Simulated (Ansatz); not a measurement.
Results of G0W0@PBEsol+SOC (hard PAW, contour deformation, complete-basis limit, spin–orbit shift from PBEsol; Ansatz, a quantum-chemistry and plane-wave program) for cubic perovskite KMgF₃.

Run with largest k mesh 6×6×6 (not extrapolated in the mesh).

Cell (measured lattice):

```yaml
crystal:
  lattice:
    - [3.98970, 0.00000, 0.00000]
    - [0.00000, 3.98970, 0.00000]
    - [0.00000, 0.00000, 3.98970]
  atoms:
    - { symbol: K, position: [0.50000, 0.50000, 0.50000] }
    - { symbol: Mg, position: [0.00000, 0.00000, 0.00000] }
    - { symbol: F, position: [0.50000, 0.00000, 0.00000] }
    - { symbol: F, position: [0.00000, 0.50000, 0.00000] }
    - { symbol: F, position: [0.00000, 0.00000, 0.50000] }
```

Task: Give the computed band gap.

Result: 
- band gap = 11.75 eV

Measured, for comparison: band gap 12.4 eV (temperature not stated, no zero-point or thermal correction; as tabulated in Sahnoun et al. (2004), doi:10.1016/j.matchemphys.2004.11.019).

Note: spin–orbit coupling enters as the shift of the gap found with a semilocal functional; cell and atoms aren't relaxed at this level.

Static lattice: no zero-point or thermal effects.

Computing time: about 110 core-minutes (a rough figure).
